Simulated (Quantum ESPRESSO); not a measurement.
A working Quantum ESPRESSO input for Ca2As (P1, 6 atoms in the cell) (DFT, LDA (PZ), plane waves, GBRV 1.5 ultrasoft (LDA) pseudopotentials):

```fortran
&control
  calculation = 'scf'
  outdir = './work'
  pseudo_dir = './'
  verbosity = 'high'
  tprnfor = .true.
  tstress = .true.
/
&system
  ibrav = 0
  nat = 6
  ntyp = 2
  ecutwfc = 40
  ecutrho = 200
  occupations = 'smearing'
  smearing = 'marzari-vanderbilt'
  degauss = 0.0073499
/
&electrons
  conv_thr = 1.0d-10
/
ATOMIC_SPECIES
Ca    40.0780  ca_lda_v1.uspp.F.UPF
As    74.9216  as_lda_v1.uspp.F.UPF
ATOMIC_POSITIONS angstrom
Ca   -0.0117648300    2.2994756100    0.0010580800
Ca    2.2772631850   -0.0020302550    0.0123313000
Ca   -0.0018473700    0.0001898300    5.0982495600
Ca    0.0348083400   -0.0059171400   10.4472640800
As    0.0231777800    0.0236731900    2.0746148000
As   -0.0066371050   -0.0003958650   13.4864821800
K_POINTS automatic
3 3 5  0 0 0
CELL_PARAMETERS angstrom
  -2.3150000000     2.3150000000     7.7800000000
   2.3150000000    -2.3150000000     7.7800000000
   2.3150000000     2.3150000000    -7.7800000000
```

The run converged in 13 iterations: free energy E − TS -5165.7648 eV; Fermi level (on the code's own zero) 6.97 eV; pressure -3.41 GPa; largest force (vector length) 0.643 eV/Å. Each of these slips is then made, one at a time:

(1)
```diff
-  nat = 6
+  nat = 5
```

(2)
```diff
-  ecutrho = 200
+  ecutrho = 80
```

What happens in each case?


(1) An atom count that does not match the list of atoms. The run converged in 13 iterations without an error; against the sound input the pressure goes from -3.41 to -1.33 GPa and the largest force goes from 0.643 to 0.882 eV/Å. The full log also holds: “Warning: card AS   -0.0066371050   -0.0003958650   13.4864821800 ignored”.

(2) A density cutoff or grid that is too coarse. The run converged in 13 iterations without an error; against the sound input the free energy drops by 2.9 meV/atom, the pressure goes from -3.41 to -3.03 GPa and the largest force hardly changes (0.643 to 0.647 eV/Å).

The starting cell comes from a database of published, mostly measured structures (it also holds non-ambient and calculated ones), without a prior relaxation at this level. Its atoms were displaced at random from the sites of space group no. 139. In the base run, with a pressure of about -3 GPa the cell is away from its equilibrium volume at this level. The run gives no clean gap (levels at the Fermi energy touch, overlap or are partly filled at this smearing), which alone does not show that the compound is a metal. Without a gap this mesh is coarse (it stands for a supercell whose shortest vector is 18 Å).

Left out of this page: 2 runs of the series outside the window shown, repeating another row's setting, or not comparable.
